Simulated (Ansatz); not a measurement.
Take HgTe in the zinc blende structure (space group F-43m, No. 216; a = 6.5098 Å) as the base. Axes: x, y, z lie along the cube axes.

Structures relaxed with DFT with PBEsol, PAW potentials and a 420 eV plane-wave cutoff in Ansatz (a quantum-chemistry and plane-wave program), scalar-relativistic without spin-orbit coupling.

Base:

Simulated powder pattern, Cu Kα1, λ = 1.54056 Å (kinematic, ideal powder, no thermal factors, no anomalous dispersion; the 8 strongest lines at most, above 2 %, up to 2θ = 90°):

```csv
2θ (°),I/Imax (%),hkl
23.65,100,(111)
39.11,78,(220)
46.21,51,(311)
56.50,13,(400)
62.10,21,(331)
70.86,27,(422)
75.88,16,(511)
88.86,17,(531)
```

Perturbation: biaxial strain −1.00 %, plane normal [001], relaxed out of plane (Cartesian); in-plane vectors clamped, the third vector and the atoms free.

After the change:

Simulated powder pattern, Cu Kα1, λ = 1.54056 Å (kinematic, ideal powder, no thermal factors, no anomalous dispersion; the 8 strongest lines at most, above 2 %, up to 2θ = 90°):

```csv
2θ (°),d (Å),I/Imax (%),hkl
23.71,3.750,100,(111)
39.03,2.306,52,(220)
39.52,2.279,25,(202)
45.76,1.981,18,(131)
46.60,1.947,34,(311)
62.02,1.495,14,(331)
70.39,1.336,9.4,(242)
71.36,1.321,18,(422)
```

The indices refer to the base's conventional cell; one index is shown for lines that coincide. The space group is now I-4m2 (No. 119).

Whether these cells are dynamically stable was not tested. The final runs are not spin-polarised.
